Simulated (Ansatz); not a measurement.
# Response to strain in hypothetical cubic perovskite MnTlI3

The reference is MnTlI$_{3}$ in the cubic perovskite structure (space group Pm-3m, No. 221; a = 5.759 Å; ferromagnetic; a hypothetical phase, not in the database extracts checked). Axes: x, y, z lie along the cube axes.

Strains are applied to the cell and any free atomic positions relax; under biaxial strain the out-of-plane vector relaxes too.

All numbers come from PBE (Ansatz, an electronic-structure program, PAW, no spin-orbit coupling).

Notes on the quantities. pressure: mean of the normal stresses, compression positive; energy relative to the base: free energy F.

```json
[
 {"case": "base", "largest site moment": "4.46 μB", "band gap": "0.15 eV", "space group": "Pm-3m (No. 221)", "pressure": "0.0 GPa", "energy relative to the base": "0 meV/atom"},
 {"case": "biaxial strain −3.18 %, plane normal [001], relaxed out of plane", "largest site moment": "4.39 μB", "band gap": "zero", "space group": "P4/mmm (No. 123)", "pressure": "1.0 GPa", "energy relative to the base": "+11 meV/atom"},
 {"case": "biaxial strain +2.30 %, plane normal [001], relaxed out of plane", "largest site moment": "4.45 μB", "band gap": "zero", "space group": "P4/mmm (No. 123)", "pressure": "___", "energy relative to the base": "+4.5 meV/atom"},
 {"case": "biaxial strain +4.41 %, plane normal [110], relaxed out of plane", "largest site moment": "4.49 μB", "band gap": "zero", "space group": "Cmmm (No. 65)", "pressure": "-0.9 GPa", "energy relative to the base": "+16 meV/atom"},
 {"case": "uniaxial strain ε_zz = +4.70 %", "largest site moment": "4.48 μB", "band gap": "zero", "space group": "P4/mmm (No. 123)", "pressure": "-0.8 GPa", "energy relative to the base": "+8.1 meV/atom"},
 {"case": "uniaxial strain ε_zz = +4.85 %", "largest site moment": "4.48 μB", "band gap": "zero", "space group": "P4/mmm (No. 123)", "pressure": "-0.9 GPa", "energy relative to the base": "___"},
 {"case": "tensor shear ε_yz = −0.79 %", "largest site moment": "4.46 μB", "band gap": "0.15 eV", "space group": "Cmmm (No. 65)", "pressure": "0.0 GPa", "energy relative to the base": "+0.3 meV/atom"}
]
```

Question: Some entries are withheld; estimate them.

Answer: 
- biaxial strain +2.30 %, plane normal [001], relaxed out of plane, pressure: -0.5 GPa
- uniaxial strain ε_zz = +4.85 %, energy relative to the base: +8.5 meV/atom

Other magnetic orders, which the real material may have, were not ruled out. The mesh was chosen for an insulator and is coarse for the gapless case. Spin-orbit coupling, missing from the scalar runs, can matter with I and Tl. No phonon test of stability was made. Many cubic perovskites are stable only at high temperature; tilts and polar distortions were not tested. Gaps under 0.05 eV, about the width of the smearing, are given as zero. A zero or small gap of MnTlI3 can be the functional's error rather than a property of the material.
